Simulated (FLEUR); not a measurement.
**Worked example: self-consistent single point of BaMg2Sb2 (P-3m1, 5 atoms in the cell) in FLEUR**

Method of the run: FLEUR with LDA (Vosko-Wilk-Nusair), all-electron FLAPW (FLEUR), scalar-relativistic valence.

This input was run:

Input of the input generator:

```
Ba(MgSb)2
&input film=f /
9.0679268988 -0.0000001162 0.0000000000
-4.5339633488 7.8530551121 0.0000000000
0.0000000000 0.0000000000 15.5069036061
1.0
1.0 1.0 1.0

5
56 0.0000000000 0.0000000000 -0.0000000000
12 0.6666666667 0.3333333333 0.3766600000
12 0.3333333333 0.6666666667 0.6233400000
51 0.6666666667 0.3333333333 0.7305100000
51 0.3333333333 0.6666666667 0.2694900000

&comp jspins=1 /
&exco xctyp='vwn' /
&kpt div1=6 div2=6 div3=3 gamma=t /
&end /
```

```xml
<?xml version="1.0" encoding="UTF-8" standalone="no"?>
<fleurInput fleurInputVersion="0.39">
   <comment>
      Ba(MgSb)2                                                                                           
   </comment>
   <calculationSetup>
      <cutoffs Kmax="4.0" Gmax="16.0" GmaxXC="16.0" numbands="0"/>
      <scfLoop itmax="80" minDistance="0.00001" maxIterBroyd="99" imix="Anderson" alpha="0.05" precondParam="0.0" spinf="2.0"/>
      <coreElectrons ctail="T" frcor="F" kcrel="0" coretail_lmax="0"/>
      <xcFunctional name="vwn" relativisticCorrections="F"/>
      <magnetism jspins="1"/>
      <soc l_soc="F" theta="0.0" phi="0.0" spav="F"/>
      <expertModes spex="0" secvar="F"/>
      <geometryOptimization l_f="T" forcealpha="1.0" forcemix="BFGS" epsdisp="0.00001" epsforce="0.00001"/>
      <ldaU l_linMix="F" mixParam="0.05" spinf="1.0"/>
   </calculationSetup>
   <cell>
      <bzIntegration valenceElectrons="60.0" mode="hist" fermiSmearingEnergy="0.0001">
         <kPointListSelection listName="default-1"/>
         <!-- k-points included here -->
         <xi:include xmlns:xi="http://www.w3.org/2001/XInclude" href="kpts.xml"> </xi:include>
      </bzIntegration>
      <!-- symmetry operations included here -->
      <xi:include xmlns:xi="http://www.w3.org/2001/XInclude" href="sym.xml"> </xi:include>
      <bulkLattice scale="1.0">
         <bravaisMatrix>
            <row-1>    9.0679268987999997    -0.0000001162000000     0.0000000000000000</row-1>
            <row-2>   -4.5339633488000004     7.8530551120999998     0.0000000000000000</row-2>
            <row-3>    0.0000000000000000     0.0000000000000000    15.5069036060999998</row-3>
         </bravaisMatrix>
      </bulkLattice>
   </cell>
   <atomSpecies>
      <species name="Barium (Ba)" element="Ba" atomicNumber="56">
         <mtSphere radius="2.68" gridPoints="925" logIncrement="0.014"/>
         <atomicCutoffs lmax="10" lnonsphr="8"/>
         <electronConfig flipSpins="F">
            <coreConfig>(1s1/2) (2s1/2) (2p1/2) (2p3/2) (3s1/2) (3p1/2) (3p3/2) (4s1/2) (3d3/2) (3d5/2) (4p1/2) (4p3/2) (4d3/2) (4d5/2)</coreConfig>
            <valenceConfig>(5s1/2) (5p1/2) (5p3/2) (6s1/2)</valenceConfig>
         </electronConfig>
         <energyParameters s="6" p="6" d="5" f="4"/>
         <lo type="SCLO" l="0" n="5" eDeriv="0"/>
         <lo type="SCLO" l="1" n="5" eDeriv="0"/>
      </species>
      <species name="Magnesium (Mg)" element="Mg" atomicNumber="12">
         <mtSphere radius="2.02" gridPoints="697" logIncrement="0.016"/>
         <atomicCutoffs lmax="8" lnonsphr="6"/>
         <electronConfig flipSpins="F">
            <coreConfig>(1s1/2)</coreConfig>
            <valenceConfig>(2s1/2) (2p1/2) (2p3/2) (3s1/2)</valenceConfig>
         </electronConfig>
         <energyParameters s="3" p="3" d="3" f="4"/>
         <lo type="SCLO" l="0" n="2" eDeriv="0"/>
         <lo type="SCLO" l="1" n="2" eDeriv="0"/>
      </species>
      <species name="Antimony (Sb)" element="Sb" atomicNumber="51">
         <mtSphere radius="2.68" gridPoints="925" logIncrement="0.014"/>
         <atomicCutoffs lmax="10" lnonsphr="8"/>
         <electronConfig flipSpins="F">
            <coreConfig>(1s1/2) (2s1/2) (2p1/2) (2p3/2) (3s1/2) (3p1/2) (3p3/2) (4s1/2) (3d3/2) (3d5/2) (4p1/2) (4p3/2)</coreConfig>
            <valenceConfig>(5s1/2) (4d3/2) (4d5/2) (5p1/2) (5p3/2)</valenceConfig>
            <stateOccupation state="(5p1/2)" spinUp="0.5" spinDown="0.5"/>
            <stateOccupation state="(5p3/2)" spinUp="1.0" spinDown="1.0"/>
         </electronConfig>
         <energyParameters s="5" p="5" d="5" f="4"/>
         <lo type="SCLO" l="2" n="4" eDeriv="0"/>
      </species>
   </atomSpecies>
   <atomGroups>
      <atomGroup species="Barium (Ba)">
         <relPos label="                   1">.0000000000 .0000000000 .0000000000</relPos>
         <force calculate="T" relaxXYZ="TTT"/>
      </atomGroup>
      <atomGroup species="Magnesium (Mg)">
         <relPos label="                   2">-1.000/3.000 1.000/3.000 .3766600000</relPos>
         <relPos label="                   3">1.000/3.000 -1.000/3.000 -.3766600000</relPos>
         <force calculate="T" relaxXYZ="TTT"/>
      </atomGroup>
      <atomGroup species="Antimony (Sb)">
         <relPos label="                   4">-1.000/3.000 1.000/3.000 -.2694900000</relPos>
         <relPos label="                   5">1.000/3.000 -1.000/3.000 .2694900000</relPos>
         <force calculate="T" relaxXYZ="TTT"/>
      </atomGroup>
   </atomGroups>
   <output dos="F" band="F" slice="F">
      <checks vchk="F" cdinf="F"/>
      <bandDOS minEnergy="-.5*Htr" maxEnergy="0.5*Htr" sigma="0.015" storeEVData="T"/>
      <vacuumDOS vacdos="F" integ="F" star="F" nstars="0" locx1="0.0" locy1="0.0" locx2="0.0" locy2="0.0" nstm="0" tworkf="0.0"/>
      <unfoldingBand unfoldBand="F" supercellX="1" supercellY="1" supercellZ="1"/>
      <plotting iplot="0" polar="F">
         <plot TwoD="T" vec1="  1.0  0.0  0.0" vec2="  0.0  1.0  0.0" vec3="  0.0  0.0  1.0" zero="  0.0  0.0  0.0" file="plot"/>
      </plotting>
      <chargeDensitySlicing numkpt="0" minEigenval="0.0" maxEigenval="0.0" nnne="0" pallst="F"/>
      <specialOutput eonly="F"/>
      <magneticCircularDichroism mcd="F" energyLo="-10.0" energyUp="0.0"/>
   </output>
  <!-- We include the file relax.xml here to enable relaxations (see documentation) -->
  <xi:include xmlns:xi="http://www.w3.org/2001/XInclude" href="relax.xml"> <xi:fallback/> </xi:include>
</fleurInput>
```

Log, with long lists cut:

```
      Welcome to FLEUR        (www.flapw.de)
      MaX-Release 8.1          (www.max-centre.eu)

 ========== k-point set info ==========
 Selected k-point list: default-1
 k-point list type: mesh
 6 x 6 x 3
 Number of k points: 17

 ------------Calculation Setup---------------------------
 Number of basis functions:         1256
 Iteration:     1   Distance:       4.14981477 me/bohr^3
 Iteration:     2   Distance:       3.84817527 me/bohr^3
 Iteration:     3   Distance:       1.73398645 me/bohr^3
 Iteration:     4   Distance:       0.87033845 me/bohr^3
 Iteration:     5   Distance:       0.75659004 me/bohr^3
 Iteration:     6   Distance:       0.41172568 me/bohr^3
   [... 5 lines left out ...]
 Iteration:    12   Distance:       0.00112202 me/bohr^3
 Iteration:    13   Distance:       0.00039055 me/bohr^3
 Iteration:    14   Distance:       0.00006211 me/bohr^3
 Iteration:    15   Distance:       0.00005759 me/bohr^3
 Iteration:    16   Distance:       0.00000748 me/bohr^3
 Reset of history

 Run finished successfully
 Stop message:
   Structural relaxation: new displacements generated

[file out, last iteration]
             iter=     17
          p o t e n t i a l   g e n e r a t o r
[...]
          integral of pseudo charge density inside the slab=        0.000000   0.000000
     coulomb potential in the interstitial region:
          density-coulomb potential integrals
          total density-coulomb potenti   -35076.8858922874
          density-effective potential integrals for spin  1
          total density-effective poten   -3.5811233322E+04
          charge density-energy density integrals
          total charge density-energy d   -5.5382328807E+02
 Updated energy parameters for spin:           1
  Atom    1 6s branch from -0.67 to  2.97 htr. ; e_l =  0.1186
  Atom    1 6p branch from  0.04 to  3.70 htr. ; e_l =  0.2269
  Atom    1 5d branch from -2.88 to  1.17 htr. ; e_l =  0.2030
  Atom    1 4f branch from -9.99 to  0.58 htr. ; e_l =  0.3790
  Atom    1 5s branch from -8.52 to -0.67 htr. ; e_l(l -0.8409
  Atom    1 5p branch from -6.22 to  0.04 htr. ; e_l(l -0.3099
  Atom    2 3s branch from -2.56 to  2.31 htr. ; e_l =  0.0489
  Atom    2 3p branch from -1.34 to  2.66 htr. ; e_l =  0.1758
  Atom    2 3d branch from -9.99 to  2.58 htr. ; e_l =  0.3318
  Atom    2 4f branch from -9.99 to  4.90 htr. ; e_l =  0.4959
  Atom    2 2s branch from-45.72 to -2.56 htr. ; e_l(l -2.5777
  Atom    2 2p branch from -9.99 to -1.34 htr. ; e_l(l -1.3805
  Atom    3 5s branch from -5.05 to  0.41 htr. ; e_l = -0.1329
  Atom    3 5p branch from -3.32 to  1.02 htr. ; e_l =  0.1232
  Atom    3 5d branch from -0.81 to  2.11 htr. ; e_l =  0.3474
  Atom    3 4f branch from -9.99 to  1.62 htr. ; e_l =  0.5000
  Atom    3 4d branch from-18.54 to -0.81 htr. ; e_l(l -0.8255
[...]
 fermi energy and band-weighting factors:
at   0.00000   0.00000   0.00000   k-weight:    0.009259
   46 eigenvalues :
   -2.577612   -2.577595   -1.380168   -1.380069   -1.380069   -1.380039   -1.379945   -1.379945
   -0.836988   -0.828442   -0.828442   -0.828422   -0.828422   -0.828234   -0.828229   -0.827818
   -0.827818   -0.827812   -0.827812   -0.296362   -0.288724   -0.288724   -0.154904   -0.120025
    0.057542    0.149690    0.149690    0.180542    0.183471    0.183471    0.232793    0.235839
    0.259551    0.281566    0.281566    0.292421    0.292421    0.327604    0.327604    0.379265
    0.385205    0.441354    0.441354    0.452986    0.455136    0.455136
   [... 2 blocks of this kind left out ...]

[...]
FERMIE:
          first approx. to ef    (T=0)  :   0.183471 htr   (energy of the highest occ. eigenvalue)
          number of occ. states  (T=0)  :        510
          first approx. to seigv (T=0)  : -45.957503 htr
          sum of weights of occ. states :  30.000000
          sum of semicore charge        :   0.000000 e
FERHIS:  Fermi-Energy by histogram:
          bandgap                     :   0.030392 htr
          charge neutrality (T=0)     :   0.000000    (zero if the highest occ. eigenvalue is "entirely" occupied)
          no eigenvalues within 8 tkb of ef reverts to the t=0 k method.
          number of occ. states       :       510
          sum of the valence weights  :   30.000000
          entropy         :   0.000000 *kb htr/K =   0.00000 htr/K
          sum of val. single particle energies:       -45.9575034736 htr
 Direct bandgap for spin            1 :    4.9321588626558138E-002  Htr
 at k-point            1  with k-vector    0.0000000000000000        0.0000000000000000        0.0000000000000000
          valence density: spin= 1
[...]
     l-like charge
     atom     s        p        d        f        total
 -->  1    1.95033  5.25601  0.20895  0.01772    7.43376
 -->  2    2.17888  6.09624  0.02157  0.00133    8.29819
 -->  3    1.39380  2.03705  9.97393  0.00280   13.40817
          total charge for spin  1=   60.000000
          interst. charge =       9.153507
          mt charge=              7.433762    8.298194   13.408172
          total charge  =   60.000000
          z= 56.     r(1)=  0.645805E-05     dx= 0.014000     m.t.index= 925
               n    l     j    energy       weight
               1.   0.   0.5-1366.3203      2.0000
               2.   0.   0.5 -215.5738      2.0000
               2.   1.   0.5 -203.1327      2.0000
   [... 11 lines left out ...]
          atom type    1  (spin 1)
          kinetic energy=  0.863416258501E+04     sum of the eigenvalues= -0.500569029762E+04
          0.00092040  electrons lost from core.
   [... 2 blocks of this kind left out ...]

          total charge for spin  1=  182.000000
          interst. charge =       9.155499
          mt charge=             53.432841   10.298194   49.407636
          total charge  =  182.000000
          zc=   182.000000     qfix=    1.000000
     t o t a l  e n e r g y
          sum of eigenvalues =            -13063.7410084489
          density-coulomb potential int   -35076.8858922874
          density-effective potential i   -35811.2333222671
          charge density-ex.-corr.energ     -553.8232880720
          el.-nucl. inter. diff. m.t.       9875.4970703137
          Madelung term for atom type:       -28.7068570567
          el.-nucl. inter. diff. m.t.        472.6421068882
          Madelung term for atom type:       -10.5969033219
          el.-nucl. inter. diff. m.t.      15716.1386402179
          Madelung term for atom type:       -40.3985158272
 ---->    total energy=                   -21488.7540140230 htr
 ---->    (input%tkb*entropy) TS=              0.0000000000 htr
 ---->    free energy=                    -21488.7540140230 htr
      extrapolation for T->0
 ---->    total electron energy=          -21488.7540140230 htr
 ***** TOTAL FORCES ON ATOMS *****
 TOTAL FORCE FOR ATOM TYPE=  1  X=  0.000   Y=  0.000   Z=  0.000
                       FX_TOT= 0.000000 FY_TOT= 0.000000 FZ_TOT= 0.000000
 TOTAL FORCE FOR ATOM TYPE=  2  X= -4.534   Y=  2.618   Z=  5.841
                       FX_TOT= 0.000000 FY_TOT= 0.000000 FZ_TOT=-0.000459
 TOTAL FORCE FOR ATOM TYPE=  3  X= -4.534   Y=  2.618   Z= -4.179
                       FX_TOT= 0.000000 FY_TOT= 0.000000 FZ_TOT= 0.001521
```

The run converged in 16 iterations. FLEUR gives forces in its relaxation mode, with a further iteration, so its stop message speaks of a relaxation.

The starting cell comes from a database of computed structures (which also holds hypothetical and non-ambient phases and stackings), without a prior relaxation at this level. Spin-orbit coupling is off. Values depend on the basis (sphere radii, cutoffs, local orbitals), which need not be converged.

Cost on one core of a shared machine: roughly 3 min.
